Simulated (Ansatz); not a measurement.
Pt: response to strain

The reference is Pt in the fcc (Cu type) structure (space group Fm-3m, No. 225; a = 3.9721 Å; relaxed with 0.1 eV smearing).

Strains are applied to the cell and any free atomic positions relax.

Method: PBE (Ansatz, a first-principles code), no spin-orbit coupling.

Candidates:
(a) isotropic strain +3.00 %
(b) isotropic strain +0.50 %
(c) isotropic strain −3.00 %
(d) isotropic strain −1.50 %
(e) isotropic strain +1.50 %

Notes on the quantities. energy relative to the base: free energy F.

Order them by energy relative to the base, highest first.

(c) isotropic strain −3.00 % (+112 meV/atom), (a) isotropic strain +3.00 % (+85 meV/atom), (d) isotropic strain −1.50 % (+26 meV/atom), (e) isotropic strain +1.50 % (+23 meV/atom), (b) isotropic strain +0.50 % (+2.7 meV/atom)

No phonon test of stability was made. All final runs are without spin polarisation. Pt lies near a magnetic instability that expansion can trigger; it was not tested.
